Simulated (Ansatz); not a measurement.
## Ti: strain along the normal

Ti (hcp, P6_3/mmc, 16.745 Å³/atom at rest, c along z) under an equal strain ε in the (0001) plane with the normal axis free, as in a coherent film. PBEsol in Ansatz, a plane-wave DFT program (PAW, default set), 420 eV, 23×23×13 Γ-centred mesh, Fermi-Dirac smearing 0.10 eV; ions are relaxed within the symmetry of each cell.

Here s stands for strain and y for normal strain.

| strain (%) | normal strain (%) |
|---|---|
| -3.00 | ? |
| -1.50 | 1.30 |
| -1.00 | 0.85 |
| -0.50 | 0.42 |
| 0.00 | 0.00 |
| 0.50 | -0.41 |
| 1.00 | -0.82 |
| 1.50 | -1.22 |

Taking a straight line for y over the 7 complete rows: Means: s 0, y 0.017. About the means, the sum of products is -5.8650 and the sum of squares of s is 7.0000; the slope is their ratio. Least squares gives y = 0.017 - 0.8379·s. Residuals (row less fit): 0.026, -0.005, -0.016, -0.017, -0.008, 0.001, 0.020; standard error 0.018 (degrees of freedom: 5). The slope, -0.84 ± 0.01, is the elastic response of the normal axis, −2C13/C33.

Task: Estimate the missing y (s = -3.00); what did the run itself give?

Result: y = 0.017 - 0.8379 × (-3.0) = 2.531%. The calculation gives 2.71%, 0.179% above the prediction (4.6 % of the range of y in the table). The row lies outside the fitted rows, so this is an extrapolation. From the scatter of the fitted rows alone, a prediction at this place has a standard error of 0.029%, so the miss is 6.2 times that.

One order more, fitted to all 13 runs of the series, follows each within 0.02, so the miss is the next term of a smooth law. In a metal these values are sensitive to mesh and smearing; energies are taken to zero smearing, stresses follow the free energy. Rows are the converged runs of the series near zero and its far end; series whose fitted rows scatter by over a few per cent of the range, as at a crossing or softening among them, aren't shown in this form. Most that stay on the fit to the last digits aren't either.
